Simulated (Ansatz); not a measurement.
# InSb, pressure series

The reference is InSb in the zinc blende structure (space group F-43m, No. 216; a = 6.635 Å).

Cell and atoms are relaxed at each pressure.

Levels (all Ansatz, an electronic-structure program, PAW, earlier PAW set): PBE (420 eV, spin-orbit coupling left out); r2SCAN (500 eV, without spin-orbit coupling).

The base cell above is that of PBE; each level relaxes its own structures.

```
case              volume per atom, PBE  volume per atom, r2SCAN
----------------  --------------------  -----------------------
pressure −2 GPa               38.93 Å³                 37.15 Å³
pressure −1 GPa               37.62 Å³                      [?]
pressure 0.3 GPa              36.23 Å³                 35.01 Å³
pressure 0.7 GPa              35.86 Å³                 34.71 Å³
pressure 1.5 GPa              35.19 Å³                      [?]
pressure 3 GPa                34.08 Å³                 33.20 Å³
pressure 5 GPa                32.86 Å³                      [?]
pressure 7.5 GPa              31.61 Å³                 31.03 Å³
pressure 10 GPa               30.58 Å³                      [?]
```

### Question
Complete the table.

### Answer

- pressure −1 GPa, volume per atom, r2SCAN: 36.12 Å³
- pressure 1.5 GPa, volume per atom, r2SCAN: 34.15 Å³
- pressure 5 GPa, volume per atom, r2SCAN: 32.14 Å³
- pressure 10 GPa, volume per atom, r2SCAN: 30.09 Å³

PBE lies above r2SCAN in every row, by 0.49 Å³ to 1.77 Å³. They put the cases in the same order.

Load acts through the strain it causes; cell and atoms are relaxed under it. No phonon test of stability was made. Tetrahedral semiconductors of this kind turn to denser phases somewhere between about 1 and 50 GPa; those were not computed, so compressed cells here can lie past the real transition. The final runs are not spin-polarised.
